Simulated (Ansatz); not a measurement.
# Ansatz run on Cu₃Sn (P6_3/mmc, 8 atoms in the cell): self-consistent single point

Level of theory: LDA (PW92), default PAW files made with PBE (plane waves; Ansatz, a program for electronic structure).

The input file:

Ansatz 0.2 input:
```yaml
# Cu3Sn
crystal:
  lattice:
    - [5.534324, 0.000000, 0.000000]
    - [-2.767162, 4.792865, 0.000000]
    - [0.000000, 0.000000, 4.294053]
  atoms:
    - { symbol: Cu, position_ang: [-1.474040, 4.046280, 3.220540] }
    - { symbol: Cu, position_ang: [4.241202, 0.746585, 1.073513] }
    - { symbol: Cu, position_ang: [1.293122, 0.746585, 1.073513] }
    - { symbol: Cu, position_ang: [1.474040, 4.046280, 3.220540] }
    - { symbol: Cu, position_ang: [-0.000000, 1.493169, 3.220540] }
    - { symbol: Cu, position_ang: [2.767162, 3.299696, 1.073513] }
    - { symbol: Sn, position_ang: [-0.000003, 3.195245, 1.073513] }
    - { symbol: Sn, position_ang: [2.767165, 1.597620, 3.220540] }
basis:
  ecutwfc: 30.9 Ry
kpoints:
  mp_grid: { grid: [6, 6, 7] }
hamiltonian:
  xc: lda
  pseudopotentials: { kind: paw }
scf:
  occupations: { method: fermi_dirac, width: 0.0073 Ry }
output:
  forces: true
  eigenvalues: true
  stress: true
```

The program printed (abridged):

```
WARN the atoms were moved onto the symmetric positions of the space group found under crystal.symmetry.tolerance 1.0e-5 (fractional …
WARN ansatz: RAYON_NUM_THREADS=1 ignored (pool sized by the plan → 1); use --threads N
Pseudopotentials: kind: paw
Pseudopotential: Cu, paw, valence charge 19
Pseudopotential: Sn, paw, valence charge 14
Crystal: 8 atoms, lattice volume = 113.901 Å³
Basis set: ecut = 420.4159175005146 eV, 2247 PW (Γ)
Bands: 86, of which v1, the nominal top of the filled ones, is band 71 counted from 1 (70 counted from 0)
Symmetry: 24 space group operations
Space group: P63/mmc (ITA 194), of the structure as read, at distance tolerance 4.8e-5 Å
k-points: 28 of 252
PAW frozen core: Cu, regenerated for the run's functional, and the local potential with it
PAW frozen core: Sn, regenerated for the run's functional, and the local potential with it
Initial density: superposition of atomic densities (neutral atoms: chi_scale 0, normalization atom), corrected by the library's trained network
Initial wavefunctions: pseudopotential atomic-orbital guess
Eigensolver: davidson
Functional: x = slater, c = lda
SCF iter   1: F=—  HF=-51093.282681 eV  |F-HF|=—  |Δ(HF+E_count)|=         —  Δρ=1.73e-2  dr2=1.49e-1  ethr=1.77e-3  ⟨swp⟩=5.2  Hψ=8484  notcnv=0  defer=99
all-band conjugate gradients solve this SCF's bands
preconditioner: auto → Kerker (q_TF=auto, 2.830 Å⁻¹)
SCF iter   2: F=—  HF=-51093.245520 eV  |F-HF|=—  |Δ(HF+E_count)|=   3.72e-2  Δρ=3.40e-3  dr2=5.70e-3  ethr=1.05e-4  ⟨swp⟩=2.0  Hψ=3972  notcnv=0  defer=140
SCF iter   3: F=—  HF=-51093.243541 eV  |F-HF|=—  |Δ(HF+E_count)|=   1.98e-3  Δρ=2.50e-3  dr2=2.92e-3  ethr=4.02e-6  ⟨swp⟩=2.1  Hψ=3532  notcnv=0  defer=140
SCF iter   4: F=—  HF=-51093.242741 eV  |F-HF|=—  |Δ(HF+E_count)|=   8.00e-4  Δρ=4.18e-4  dr2=1.32e-4  ethr=2.06e-6  ⟨swp⟩=1.0  Hψ=2267  notcnv=0  defer=140
SCF iter   5: F=—  HF=-51093.242736 eV  |F-HF|=—  |Δ(HF+E_count)|=   4.82e-6  Δρ=1.51e-4  dr2=2.82e-5  ethr=9.27e-8  ⟨swp⟩=2.6  Hψ=3493  notcnv=0  defer=140
SCF iter   6: F=—  HF=-51093.242726 eV  |F-HF|=—  |Δ(HF+E_count)|=   9.90e-6  Δρ=2.41e-5  dr2=7.67e-7  ethr=1.99e-8  ⟨swp⟩=2.0  Hψ=3044  notcnv=0  defer=140
SCF iter   7: F=—  HF=-51093.242726 eV  |F-HF|=—  |Δ(HF+E_count)|=   1.97e-7  Δρ=1.33e-5  dr2=2.44e-7  ethr=7.04e-11  ⟨swp⟩=10.1  Hψ=12659  notcnv=0
SCF iter   8: F=-51093.242726 eV  HF=-51093.242726 eV  |F-HF|=1.34e-8  |Δ(HF+E_count)|=   7.50e-8  Δρ=2.62e-6  dr2=1.50e-8  ethr=7.04e-11  ⟨swp⟩=4.3  Hψ=7771  notcnv=0
SCF 1 converged in 8 iterations: F = -51093.242726 eV  dr2 = 1.50e-8
SCF converged after 8 iterations
Free energy (F): -51093.242726 eV
Harris-Foulkes:  -51093.242726 eV  (|F-HF|=1.34e-8)
Internal energy: -51093.158939 eV  (E = F + TS)
E sigma→0 (E₀):  -51093.200833 eV
Entropy (-TS):   -0.083788 eV (-10.473 meV/atom)
Fermi energy:    15.813946 eV
--- Per-component energies (eV) ---
  E_band       = -2320.407199
  E_kinetic    = 2183.867174
  E_local      = -27885.825836  (includes V_loc(G=0)·N_el)
  E_nonlocal   = 2325.601871
  E_hartree    = 12701.900677
  E_xc         = -1291.517354
  E_vxc        = -889.688424  (∫ρ·V_xc dr)
  E_paw        = -17569.176685  (= ΣΔE_a)
  E_vpaw       = -3458.175631  (= ΣTr[D̂ρ^β])
  E_aug_tail   = 0.001199  (compensation charges beyond the density's cutoff)
  E_ewald      = -21561.557741
  E_core_change = 3.547757  (= ΣΔE_core)
  E_smearing   = -0.083788  (= −TS)
  E_closure    = 0.000000  (closes the sum)
  Σ components = -51093.242726   (vs F -51093.242726, Δ=0.00e0)
--- Forces (eV/Å), atoms counted from 1 ---
  atom   1  Cu    -0.12251385     0.07073340     0.00000000
  atom   2  Cu     0.12251385    -0.07073340     0.00000000
  atom   3  Cu    -0.12251385    -0.07073340     0.00000000
  atom   4  Cu     0.12251385     0.07073340     0.00000000
  atom   5  Cu    -0.00000000    -0.14146681     0.00000000
  atom   6  Cu     0.00000000     0.14146681     0.00000000
  atom   7  Sn    -0.00000000     0.00000000     0.00000000
  atom   8  Sn     0.00000000    -0.00000000     0.00000000
  max |Σ_I F_I| component: 5.55e-17 eV/Å
--- Stress (GPa, compression-positive) ---
       -8.012125       0.000000       0.000000
        0.000000      -8.012125       0.000000
        0.000000       0.000000      -7.891701
  P = ⅓ Tr σ = -7.9720 GPa (-79.720 kbar)
  The stress holds the Pulay correction. Without it, at fixed plane waves, as pw.x and ABINIT print it: P = -8.0624 GPa
--- Band table (eV; the first three rows and the last of 28) ---
  k-point 0: bands = ["-96.3413", "-96.3363", "-96.3363", "-96.3346", "-96.3329", "-96.3329", "-54.1955", "-54.1834", "-54.1834", "-54.1773", "-54.1773", "-54.1762", "-54.1762", "-54.1732", "-54.1636", "-54.1536", "-54.1518", "-54.1490", "-54.1490", [...]
  k-point 1: bands = ["-96.3410", "-96.3361", "-96.3361", "-96.3349", "-96.3331", "-96.3331", "-54.1933", "-54.1878", "-54.1878", "-54.1786", "-54.1786", "-54.1723", "-54.1711", "-54.1711", "-54.1640", "-54.1546", "-54.1518", "-54.1483", "-54.1483", [...]
  k-point 2: bands = ["-96.3401", "-96.3358", "-96.3356", "-96.3356", "-96.3335", "-96.3335", "-54.1915", "-54.1915", "-54.1871", "-54.1838", "-54.1838", "-54.1695", "-54.1659", "-54.1625", "-54.1625", "-54.1573", "-54.1516", "-54.1478", "-54.1478", [...]
  k-point 27: bands = ["-96.3383", "-96.3368", "-96.3352", "-96.3352", "-96.3343", "-96.3343", "-54.1908", "-54.1908", "-54.1875", "-54.1875", "-54.1773", "-54.1691", "-54.1671", "-54.1636", "-54.1548", "-54.1548", "-54.1496", "-54.1496", [...]
```

The run converged in 8 iterations.

The starting cell comes from a database of computed structures (which also holds hypothetical and non-ambient phases and stackings), without a prior relaxation at this level. Its lattice was rescaled by up to half a per cent. Spin polarisation is off. With a pressure of about -8 GPa the cell is away from its equilibrium volume at this level. Ansatz's pressure includes its estimate of the finite-basis (Pulay) stress.
